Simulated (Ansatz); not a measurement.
Amorphous W$_{16}$Si$_{32}$

The cell was made by melting and quenching with the CHGNet potential and then relaxed with DFT. The hot cell started wider than the set density and was brought back towards it in steps. It is the lowest in DFT energy of 2 quenches. It is a model cell: composition and starting density were chosen by hand, and all elements were melted together. No dispersion term was used.

These are PBE, scalar-relativistic without spin-orbit coupling (plane waves to 420 eV, PAW; Ansatz, an electronic-structure program) values and carry that method's errors. Geometry, pressure, stress and energy are those of the PBE run. Its sampling: a 2×2×2 Γ-centred mesh; Fermi-Dirac width 0.1 eV; no spin polarisation.

```yaml
number_of_atoms_in_the_cell: 48
Density (volume relaxed, without dispersion): 8.83 g/cm³
volume_per_atom: 15.04 Å³
Pressure on a 2×2×2 Γ-centred mesh: 0.6 kbar
Largest force and stress component on that mesh (the relaxation ran on one k-point at (1/4, 1/4, 1/4)): 0.45 eV/Å and 1.4 GPa
Energy relative to tetragonal WSi2 (lowest mix at this level among the phases computed, not always the ambient ones): 0.447 eV/atom
Gap on a 2×2×2 Γ-centred mesh (PBE): within the smearing (under twice its width)
```

Bonds are counted up to W-W 3.44 Å, W-Si 3.36 Å, Si-Si 2.74 Å.

Mean coordination of W: 12.06 (1 with 10, 4 with 11, 4 with 12, 7 with 13)
Mean coordination of Si: 7.53 (5 with 6, 12 with 7, 9 with 8, 5 with 9, 1 with 10)
Mean W-Si bond: 2.678 Å (spread 0.176 Å, 139 counted)
Mean Si-Si bond: 2.560 Å (spread 0.105 Å, 51 counted)

Its density started from a set value of 8.82 g/cm³. The quench (nominally 240 K/ps over its main leg) was far faster than any real one, so the model tends to hold more defects than a real film. One small periodic cell is one sample of the glass; other quenches scatter about these values. The volume was free in the relaxation, at fixed shape. Stress components on the final sampling reach 1.4 GPa. On a 2×2×2 Γ-centred mesh force components of up to 0.45 eV/Å stay, since the relaxation ran on one k-point at (1/4, 1/4, 1/4).
